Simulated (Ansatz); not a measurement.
AlCo, response to strain

The parent structure is AlCo in the CsCl type structure (space group Pm-3m, No. 221; a = 2.824 Å; weakly magnetic (sensitive to the mesh); relaxed with 0.1 eV smearing). Axes: x, y, z lie along the cube axes.

Strains are applied to the cell and any free atomic positions relax; under biaxial strain the out-of-plane vector relaxes too; under stress the whole cell relaxes.

Level of theory: Ansatz (a first-principles code) r2SCAN, no SOC, earlier PAW set.

Candidates:
(a) biaxial strain +1.72 %, plane normal [111], relaxed out of plane
(b) uniaxial stress, 2 GPa tension along x
(c) biaxial strain −1.31 %, plane normal [001], relaxed out of plane

Notes on the quantities. energy relative to the base: free energy F.

Problem. Order them by energy relative to the base, lowest first.

Solution. (b) uniaxial stress, 2 GPa tension along x (+0.8 meV/atom), (c) biaxial strain −1.31 %, plane normal [001], relaxed out of plane (+3.6 meV/atom), (a) biaxial strain +1.72 %, plane normal [111], relaxed out of plane (+9.2 meV/atom)

Other magnetic orders, which the real material may have, were not ruled out. Stability under load was not tested beyond the relaxation. Seeded moments were not kept for the base.
